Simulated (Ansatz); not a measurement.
# WSi2, response to strain

Take WSi₂ (space group I4/mmm, No. 139; a = 3.229 Å, c = 7.870 Å; relaxed with 0.1 eV smearing) as the base.

Strains are applied to the cell and any free atomic positions relax.

The values are results of PBE/PAW in Ansatz (an electronic-structure program), no spin-orbit coupling, not measurements.

Notes on the quantities. energy relative to the base: free energy F.

```tsv
isotropic strain (%)	energy relative to the base (meV/atom)
-3	83.7
-2.5	57.1
-1.5	19.8
-1	8.7
-0.5	?
0	0.0
0.5	2.1
1.5	17.9
2	31.2
```

Question: Fit ΔE = Aε² + Bε³ (ε in %) to the rows shown and predict the withheld row.

Answer: Least squares on the printed values gives A = 8.40 and B = -0.30 meV/atom (largest residual 0.1 meV/atom); this predicts 2.1 meV/atom, and the run gives 2.1 meV/atom, in agreement.

No phonon test of stability was made. All final runs are without spin polarisation.
